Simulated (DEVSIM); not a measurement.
Structure: illuminated Si p-on-n cell, one wavelength, with a back-surface field, at 300 K.

Layer 1 from the left is Si, thickness (μm) 0.170, Na (cm⁻³) 1.3e18, τn (s) 0.00017, τp (s) 0.00046, absorption coefficient (cm⁻¹) 410. Layer 2 from the left is Si, thickness (μm) 180, Nd (cm⁻³) 1.3e15, τn (s) 0.00083, τp (s) 0.00083, absorption coefficient (cm⁻¹) 410. Layer 3 from the left is Si, thickness (μm) 1.80, Nd (cm⁻³) 3.1e18, τn (s) 0.00083, τp (s) 0.00083, absorption coefficient (cm⁻¹) 410.

Left contact: ohmic, minority electron recombination velocity 1000 cm/s. Right contact: ohmic, minority hole recombination velocity 10 cm/s. Voltage is applied to the left contact. Recombination: SRH at mid-gap, radiative, Auger. Light enters at the left, 8.7e15 photons cm⁻² s⁻¹, one pass, no reflection. Mobility is μmin + (μ − μmin)/(1 + (N/Nref)^α).

The device is made up for the run: typed textbook-type constants, with dimensions and the other settings drawn at random. Values at 300 K.

Si: gap (eV) 1.124, affinity (eV) 4.05, permittivity 11.7, Nc (cm⁻³) 2.86e19, Nv (cm⁻³) 3.1e19, μn (cm²/Vs) 1417, μp (cm²/Vs) 470, μn,min 52, μp,min 45, Nref,n 9.7e16, Nref,p 2.2e17, αn 0.68, αp 0.72, B (cm³/s) 4.7e-15, Cn (cm⁶/s) 2.8e-31, Cp (cm⁶/s) 9.9e-32.

Model (solved in DEVSIM): 1D drift-diffusion, Boltzmann statistics, complete ionisation; no tunnelling, impact ionisation, image-force lowering or self-heating.

What does the simulation give for the dark forward voltage at 1 A/cm², the short-circuit current, the fill factor?

dark forward voltage at 1 A/cm² 0.806 V; short-circuit current 1.39 mA/cm²; fill factor 0.81.
